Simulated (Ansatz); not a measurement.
Take a 24-atom supercell of BAs in the zinc blende structure (space group F-43m, No. 216; a = 4.8094 Å) at its relaxed geometry as the base.

All numbers come from PBE (Ansatz, an electronic-structure program; PAW; 420 eV plane waves; scalar-relativistic without spin-orbit coupling), earlier PAW set.

One neutral defect a cell, atoms relaxed at fixed cell.

One change was made to it. Results:

| quantity | base | after |
|---|---|---|
| gap of the supercell | 1.28 eV | zero |
| pressure | 0.0 GPa | 3.6 GPa |
| total moment of the cell | – | 0.0 μB |
| largest displacement of a host atom from its site in the perfect cell | – | 0.17 Å |

Which of these changes matches the shifts?
(A) As interstitial (started 1.96 Å from the nearest host atom), symmetric start
(B) B interstitial (started 2.08 Å from the nearest host atom)
(C) H interstitial (started 2.08 Å from the nearest host atom)

B, B interstitial (started 2.08 Å from the nearest host atom). For comparison, the pressure in the other runs: H interstitial (started 2.08 Å from the nearest host atom) gives 1.1 GPa; As interstitial (started 1.96 Å from the nearest host atom), symmetric start gives 11.5 GPa.

The magnetic state is the one reached from the starting moments; the real material's order can differ, and small cells can't hold many antiferromagnetic ones. The cell is small, so the values are those of an ordered compound at a high defect concentration; dilute-limit values will differ. The mesh was chosen for an insulator and is coarse for the gapless case. Defects with a symmetric start kept the site's symmetry and may sit on a saddle; the others started slightly shaken. Starting moments died away, wholly or in part, for B interstitial (started 2.08 Å from the nearest host atom) and As interstitial (started 1.96 Å from the nearest host atom); another magnetic solution may exist.
